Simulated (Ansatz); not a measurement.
The reference is ZnSe in the zinc blende structure (space group F-43m, No. 216; a = 5.733 Å).

The values are results of PBE, PAW, 420 eV (Ansatz, an electronic-structure program; scalar-relativistic without spin-orbit coupling), earlier PAW set, not measurements.

For the base:

The gap character comes out as direct at Γ.

Perturbation: electron doping at 5.0×10^21 cm⁻³ (0.236 per cell), with a uniform compensating background at fixed cell and a 300 K Fermi–Dirac width.

### Question
Predict the new Fermi level from band edge and gap character.

### Answer
The Fermi level relative to the doped band's edge (positive inside the band; to 0.05 eV) comes out as +1.85 eV; the gap character remains direct at Γ.

Carriers are added with a uniform compensating background; total energy and stress of such cells depend on the potential's zero and are not compared; many-body gap narrowing is missing at this level. Whether these cells are dynamically stable was not tested.
